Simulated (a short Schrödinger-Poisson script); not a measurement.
Gated Al0.25Ga0.75As/GaAs modulation-doped gas in a quantum well

Stack: gated Al0.25Ga0.75As/GaAs modulation-doped gas in a quantum well, at 300 K.

```csv
layer,material,thickness (nm),Nd (cm⁻³),Na (cm⁻³)
1,Al0.25Ga0.75As,10,-,-
2,Al0.25Ga0.75As,10,1.8e18,-
3,Al0.25Ga0.75As,10,-,-
4,GaAs,15,-,-
5,Al0.25Ga0.75As,4000,-,6e14
```

Constants are typed, rounded textbook-type inputs, not results; the design itself was drawn at random and stands for no fabricated device. Al0.25Ga0.75As: permittivity 12.19, conduction-band edge (eV) 0.198, gap (eV) 1.736, electron mass (mₑ) 0.0878, Nv at 300 K (cm⁻³) 9e18. GaAs: permittivity 12.9, conduction-band edge (eV) 0, gap (eV) 1.424, Nv at 300 K (cm⁻³) 9e18.

Channel valleys (confinement mass, in-plane density-of-states mass, number): Γ 0.067, 0.067, 1. At the gate the conduction-band edge of layer 1 lies 0.95 eV − eVg above the Fermi level of the channel; the field vanishes at the back. The barrier under the gate holds no holes. Gaps are held at their typed values at every temperature. Mesh 0.08 nm at interfaces.

From a short Schrödinger-Poisson script (our own, NumPy): 1D Poisson equation in equilibrium, electrons quantum, Hartree (BenDaniel-Duke, 40 states a valley, the channel's in-plane mass for all, wave functions free to enter the barrier), parabolic valleys, classical holes, full ionisation, no traps, pinning or gate leakage.

```tsv
Vg (V)	electrons (cm⁻²)	in the channel layer	C (μF/cm²)	Γ E0 (meV)	Γ E1 (meV)
0.5	2.20e11	2.11e11	0.257	32.2	79.3
0.45	1.44e11	1.39e11	0.231	44.1	91.1
0.4	7.82e10	7.59e10	0.190	60.7	107.7
0.35	3.03e10	2.95e10	0.120	85.8	132.8
0.3	7.22e9	7.03e9	0.0445	123.1	170.2
0.25	1.23e9	1.20e9	0.0139	169.0	216.1
0.2	1.89e8	1.84e8	0.00796	217.4	264.4
0.15	2.87e7	2.80e7	0.00716	266.1	313.2
0.1	4.35e6	4.24e6	0.00718	314.9	361.9
```

Gate voltages with under 1e6 electrons/cm² are left out.

Subbands count from the Fermi level.
